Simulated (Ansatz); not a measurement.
System: Ta2O5 (Pmmn, No. 59, 14 atoms in the cell; start mp-1539317). Method: LDA (PAW; Ansatz, a program for electronic structure).

Numerical settings: plane-wave cutoff 520 eV, 10×4×10 k mesh (along the axes of the cell as run), Fermi–Dirac smearing 0.01 eV, scalar-relativistic PAW data made under PBE.

Cell (relaxed with PBEsol):

```
Ta2O5
1.0
    3.83815     0.00000     0.00000
    0.00000    12.99305     0.00000
    0.00000     0.00000     3.86936
Ta O
4 10
Cartesian
  0.00000   1.89926   0.08482
  0.00000  11.09379   0.08482
  1.91908   4.59726   3.78454
  1.91908   8.39579   3.78454
  1.91908   2.40640   0.00779
  1.91908  10.58665   0.00779
  0.00000   4.09013   3.86157
  0.00000   8.90292   3.86157
  0.00000  11.05296   1.96378
  0.00000   1.94008   1.96378
  1.91908   8.43661   1.90558
  1.91908   4.55644   1.90558
  1.91908   6.49652   3.85123
  0.00000   0.00000   0.01813
```

Estimate the band gap and smallest direct gap on the k points sampled that the calculation returns.


- band gap = 2.21 eV
- smallest direct gap on the k points sampled = 2.80 eV

Note: cell and atoms aren't relaxed at this level (largest force component 0.06 eV/Å, pressure -4.7 GPa).

Spin–orbit coupling is not included.

The computed numbers hold no vibrational or temperature effects.

A start named mp-… is a Materials Project structure, which need not be a measured phase.
